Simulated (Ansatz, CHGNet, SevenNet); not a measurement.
TaAs (I4₁md, No. 109, 4 atoms in the cell; start mp-1936): lattice parameter a by level of theory

No measured value is used here.

```csv
level (code),value (Å)
CHGNet-r²SCAN,3.406
SevenNet-0,3.487
SevenNet-l3i5,3.470
LDA (Ansatz),3.405
PBE (Ansatz),(withheld)
PBEsol (Ansatz),(withheld)
PBE-D3(BJ) (Ansatz),3.433
PBE-D4 (Ansatz),(withheld)
r²SCAN+rVV10 (Ansatz),3.435
```

Problem. What belongs in the gaps?

Solution. 
- PBE (Ansatz, a quantum-chemistry and plane-wave program), value (Å): 3.463
- PBEsol (Ansatz), value (Å): 3.429
- PBE-D4 (Ansatz), value (Å): 3.442

Density-functional levels without +SOC have no spin–orbit coupling. CHGNet-r²SCAN, SevenNet-0, SevenNet-l3i5, LDA, PBE, PBEsol, PBE-D3(BJ), PBE-D4, r²SCAN+rVV10: the relaxation could not lower the start's symmetry, so the cell can be a saddle point above a distorted one. Cutoffs and k meshes differ between the levels. Ansatz's density-functional and Hartree–Fock values are scalar-relativistic unless marked +SOC, with PAW data made under PBE.

Machine-learned potentials (CHGNet-r²SCAN, SevenNet-0, SevenNet-l3i5) are trained on DFT data: a solid inside that data is no test of them.

A start named mp-… is a Materials Project structure, which need not be a measured phase.
